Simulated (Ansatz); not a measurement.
The parent structure is GaSb in the zinc blende structure (space group F-43m, No. 216; a = 6.049 Å).

Structures relaxed with DFT with LDA, PAW potentials and a 420 eV plane-wave cutoff in Ansatz (a first-principles code), without spin-orbit coupling.

Base:

Simulated powder pattern, Cu Kα1, λ = 1.54056 Å (kinematic, ideal powder, no thermal factors, no anomalous dispersion; the 8 strongest lines at most, above 2 %, up to 2θ = 90°):

| 2θ (°) | I/Imax (%) | hkl |
|---|---|---|
| 25.48 | 100 | (111) |
| 29.51 | 5.8 | (200) |
| 42.22 | 73 | (220) |
| 49.97 | 47 | (311) |
| 61.24 | 12 | (400) |
| 67.43 | 19 | (331) |
| 77.20 | 24 | (422) |
| 82.86 | 14 | (511) |

After one change:

Simulated powder pattern, Cu Kα1, λ = 1.54056 Å (kinematic, ideal powder, no thermal factors, no anomalous dispersion; the 8 strongest lines at most, above 2 %, up to 2θ = 90°):

```
2θ (°)  I/Imax (%)
------  ----------
26.29          100
30.44          5.8
43.59           72
51.62           46
63.35           12
69.81           18
80.05           23
86.03           14
```

Task: Name the change that was made.
(A) isotropic strain −3.00 %
(B) isotropic strain −1.50 %
(C) isotropic strain +0.50 %
(D) isotropic strain +1.00 %

Result: A, isotropic strain −3.00 %. Its volume per atom is 25.25 Å³ against 27.66 Å³, and its space group is F-43m (No. 216).

Stability against distortions was not tested. All final runs are without spin polarisation.
